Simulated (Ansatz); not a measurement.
A computed series for GaSb: pressure series

Consider GaSb in the zinc blende structure (space group F-43m, No. 216).

```cif
data_GaSb
_chemical_formula_sum 'Sb1 Ga1'
_space_group_name_H-M_alt 'P 1'
_space_group_IT_number 1
_cell_length_a 4.33629
_cell_length_b 4.33629
_cell_length_c 4.33629
_cell_angle_alpha 60.000
_cell_angle_beta 60.000
_cell_angle_gamma 60.000
loop_
_space_group_symop_operation_xyz
  'x, y, z'
loop_
_atom_site_label
_atom_site_type_symbol
_atom_site_fract_x
_atom_site_fract_y
_atom_site_fract_z
_atom_site_occupancy
Sb1 Sb 0.75000 0.75000 0.75000 1
Ga1 Ga 0.00000 0.00000 0.00000 1
```

Cell and atoms are relaxed at each pressure.

Levels (all Ansatz, an electronic-structure program, PAW): r2SCAN (500 eV, spin-orbit coupling left out); HSE06 (420 eV, no spin-orbit coupling).

Band gaps by level, all at the geometries relaxed with r2SCAN:

```csv
case,r2SCAN,HSE06
base,0.41 eV,0.77 eV
pressure −2 GPa,0.10 eV,0.43 eV
pressure −1 GPa,0.26 eV,0.61 eV
pressure 4.2 GPa,0.84 eV,1.18 eV
pressure 9 GPa,0.91 eV,1.21 eV
pressure 30 GPa,0.54 eV,0.83 eV
pressure 45 GPa,0.32 eV,0.61 eV
pressure 60 GPa,0.13 eV,0.41 eV
```

Single points use the geometry relaxed with r2SCAN. HSE06 was sampled on its mesh, a few special points and the semilocal edge points, so its gap is an upper bound. With Sb present, leaving out spin-orbit coupling can change the band edges. Load acts through the strain it causes; cell and atoms are relaxed under it. Whether these cells are dynamically stable was not tested. Tetrahedral semiconductors of this kind turn to denser phases somewhere between about 1 and 50 GPa; those were not computed, so compressed cells here can lie past the real transition. The zero or small gap of GaSb under pressure −2 GPa, GaSb under pressure −1 GPa and GaSb under pressure 60 GPa can change with the level of theory.
